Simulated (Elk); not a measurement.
## Input and output of a self-consistent single point for IrW (P-6m2, 2 atoms in the cell) (Elk)

Level of theory: Elk with LDA (PW92), all-electron FP-LAPW, Elk's shipped species files, default APW+lo basis.

The input file:

```
tasks
  0

rmtscf
  0.88

stype
  0

swidth
  0.00499791

maxscl
  100

avec
    5.3027231583   -0.0000001101    0.0000000000
   -2.6513614838    4.5922930194    0.0000000000
    0.0000000000    0.0000000000    8.4734374565

sppath
  './'

atoms
  2
  'Ir.in'
  1
  0.0000000000  0.0000000000  0.5000000000    0.0 0.0 0.0
  'W.in'
  1
  0.6666666667  0.3333333333  0.0000000000    0.0 0.0 0.0

ngridk
  11 11 6
```

Output, abridged:

```
│ Elk code version 10.2.4 │

All units are atomic (Hartree, Bohr, etc.)

│ Ground-state run starting from atomic densities │

Lattice vectors :
   5.302723158     -0.1101000000E-06   0.000000000
  -2.651361484       4.592293019       0.000000000
   0.000000000       0.000000000       8.473437456

Unit cell volume      :    206.3422532
Brillouin zone volume :    1.202130003

Muffin-tin inner radius fraction :   0.1000000000E-01

Nuclei treated as point charges

Species :    1 (Ir)
 parameters loaded from : Ir.in
 name : iridium
 nuclear charge    :   -77.00000000
 electronic charge :    77.00000000
 atomic mass :    350390.1559
 muffin-tin radius :    2.464000000
 number of radial points in muffin-tin :    697
 atomic positions (lattice), magnetic fields (Cartesian) :
   1 :   0.00000000  0.00000000  0.00000000    0.00000000  0.00000000  0.00000000

Species :    2 (W)
 parameters loaded from : W.in
 name : tungsten
 nuclear charge    :   -74.00000000
 electronic charge :    74.00000000
 atomic mass :    335119.8190
 muffin-tin radius :    2.464000000
 number of radial points in muffin-tin :    697
 atomic positions (lattice), magnetic fields (Cartesian) :
   1 :   0.66666667  0.33333333  0.50000000    0.00000000  0.00000000  0.00000000

Total number of atoms per unit cell :    2

Spin treatment :
 spin-unpolarised

Number of Bravais lattice symmetries :   24
Number of crystal symmetries         :   12
Crystal has no inversion symmetry
Complex Hermitian eigensolver will be used

k-point grid :     11    11     6
k-point offset :    0.000000000       0.000000000       0.000000000
k-point set is reduced with full crystal symmetry group
Total number of k-points :      104

Muffin-tin radius times maximum |G+k| :    7.000000000
 using average radius
Maximum |G+k| for APW functions       :    2.840909091
Maximum (1/2)|G+k|²                   :    4.035382231
Maximum |G| for potential and density :    12.00000000
 potential will be trimmed for |G| > 2 gkmax
Constant for pseudocharge density :    7
Radial integration step length :    4

G-vector grid sizes :     21    21    35
Number of G-vectors :     5979

Maximum angular momentum used for
 APW functions                      :    8
 outer part of muffin-tin           :    6
 inner part of muffin-tin           :    1

Total nuclear charge    :   -151.0000000
Total core charge       :    94.00000000
Total valence charge    :    57.00000000
Total excess charge     :    0.000000000
Total electronic charge :    151.0000000

Effective Wigner radius, rₛ :   0.6884000142

Number of empty states         :    8
Total number of valence states :   37
Total number of core states    :   94

Total number of local-orbitals :   63

Exchange-correlation functional :      3     0     0
 Perdew-Wang/Ceperley-Alder, Phys. Rev. B 45, 13244 (1992)
 gradient requirement :    0
 local density approximation (LDA)

Smearing type :    0
 Gaussian
Smearing width :   0.4997910000E-02
Effective electronic temperature (K) :    1578.215154

Mixing type :    3
 Broyden mixing, J. Phys. A: Math. Gen. 17, L317 (1984)

Kohn-Sham potential initialised from atomic data

│ Self-consistent loop started │
│ Loop number : 1 │
 total energy                :     -34001.6847840
│ Loop number : 2 │
 total energy                :     -34002.2869538
RMS change in Kohn-Sham potential (target) :   0.1310243222     (  0.1000000000E-05)
Absolute change in total energy (target)   :   0.6021697995     (  0.1000000000E-03)
│ Loop number : 3 │
 total energy                :     -34003.3565139
RMS change in Kohn-Sham potential (target) :   0.1224873756     (  0.1000000000E-05)
Absolute change in total energy (target)   :    1.220102472     (  0.1000000000E-03)
│ Loop number : 4 │
 total energy                :     -34005.4949089
RMS change in Kohn-Sham potential (target) :   0.9245440779E-01 (  0.1000000000E-05)
Absolute change in total energy (target)   :    2.443420689     (  0.1000000000E-03)
│ Loop number : 5 │
 total energy                :     -34006.0711168
RMS change in Kohn-Sham potential (target) :   0.7980493944E-01 (  0.1000000000E-05)
Absolute change in total energy (target)   :    1.187063079     (  0.1000000000E-03)
│ Loop number : 6 │
 total energy                :     -34006.0604273
RMS change in Kohn-Sham potential (target) :   0.5655797382E-01 (  0.1000000000E-05)
Absolute change in total energy (target)   :   0.2860762556     (  0.1000000000E-03)
│ Loop number : 7 │
 total energy                :     -34006.2193111
RMS change in Kohn-Sham potential (target) :   0.8981250757E-02 (  0.1000000000E-05)
Absolute change in total energy (target)   :   0.2304028644     (  0.1000000000E-03)
│ Loop number : 8 │
 total energy                :     -34005.1264307
RMS change in Kohn-Sham potential (target) :   0.2287769858E-02 (  0.1000000000E-05)
Absolute change in total energy (target)   :    1.035279734     (  0.1000000000E-03)
│ Loop number : 9 │
 total energy                :     -34005.1333968
RMS change in Kohn-Sham potential (target) :   0.4092866171E-02 (  0.1000000000E-05)
Absolute change in total energy (target)   :   0.2518537991     (  0.1000000000E-03)
│ Loop number : 10 │
 total energy                :     -34004.8490560
RMS change in Kohn-Sham potential (target) :   0.2679882157E-03 (  0.1000000000E-05)
Absolute change in total energy (target)   :   0.3473042308     (  0.1000000000E-03)
│ Loop number : 11 │
 total energy                :     -34004.8248419
RMS change in Kohn-Sham potential (target) :   0.1099181355E-03 (  0.1000000000E-05)
Absolute change in total energy (target)   :   0.1110402417     (  0.1000000000E-03)
│ Loop number : 12 │
 total energy                :     -34004.8155497
RMS change in Kohn-Sham potential (target) :   0.2265787074E-04 (  0.1000000000E-05)
Absolute change in total energy (target)   :   0.3705216840E-01 (  0.1000000000E-03)
│ Loop number : 13 │
 total energy                :     -34004.8133831
RMS change in Kohn-Sham potential (target) :   0.6907555988E-05 (  0.1000000000E-05)
Absolute change in total energy (target)   :   0.1142970107E-01 (  0.1000000000E-03)
│ Loop number : 14 │
 total energy                :     -34004.8136378
RMS change in Kohn-Sham potential (target) :   0.4095390453E-05 (  0.1000000000E-05)
Absolute change in total energy (target)   :   0.2602705128E-02 (  0.1000000000E-03)
│ Loop number : 15 │
 total energy                :     -34004.8136499
RMS change in Kohn-Sham potential (target) :   0.1235760247E-05 (  0.1000000000E-05)
Absolute change in total energy (target)   :   0.6385722809E-03 (  0.1000000000E-03)
│ Loop number : 16 │
 total energy                :     -34004.8136218
RMS change in Kohn-Sham potential (target) :   0.1875294573E-06 (  0.1000000000E-05)
Absolute change in total energy (target)   :   0.1877709728E-03 (  0.1000000000E-03)
│ Loop number : 17 │
 total energy                :     -34004.8136023
RMS change in Kohn-Sham potential (target) :   0.5752984967E-07 (  0.1000000000E-05)
Absolute change in total energy (target)   :   0.6644053792E-04 (  0.1000000000E-03)
Convergence targets achieved

│ Loop number : 18 │

Energies :
 Fermi                       :     0.486408654850
 sum of eigenvalues          :     -20831.7090130
 electron kinetic            :      38535.3339650
 core electron kinetic       :      37126.6196775
 Coulomb                     :     -71885.2074833
 Coulomb potential           :     -58497.6449836
 nuclear-nuclear             :     -2739.94068575
 electron-nuclear            :     -79792.8886115
 Hartree                     :      10647.6218140
 Madelung                    :     -42636.3849915
 xc potential                :     -869.397994489
 exchange                    :     -639.234946867
 correlation                 :     -15.7051269278
 total energy                :     -34004.8135920

Density of states at Fermi energy :    43.27550371
 (states/Hartree/unit cell)

Estimated indirect band gap :   0.5963523688E-03
 from k-point    104 to k-point     31
Estimated direct band gap   :   0.9590354552E-02
 at k-point     37

Charges :
 core                        :    94.00000000
 valence                     :    57.00000000
 interstitial                :    3.733252100
 muffin-tins (core leakage)
  species :    1 (Ir)
   atom    1                 :    75.35844208     (  0.1331634584E-02)
  species :    2 (W)
   atom    1                 :    71.90830582     (  0.1339131842E-05)
 total in muffin-tins        :    147.2667479
 total calculated charge     :    150.9895057
 total charge                :    151.0000000
 error                       :   0.1049426283E-01

│ Self-consistent loop stopped │
```

The run converged in 18 iterations. The count includes the last loop, which Elk runs after its targets are met.

The starting cell comes from a database of computed structures (which also holds hypothetical and non-ambient phases and stackings), without a prior relaxation at this level. Spin-orbit coupling is off. Spin polarisation is off. Values depend on the basis (sphere radii, cutoffs, local orbitals), which need not be converged. The log's line on a gap gives a spacing of levels on this mesh, which the program prints for metals too.
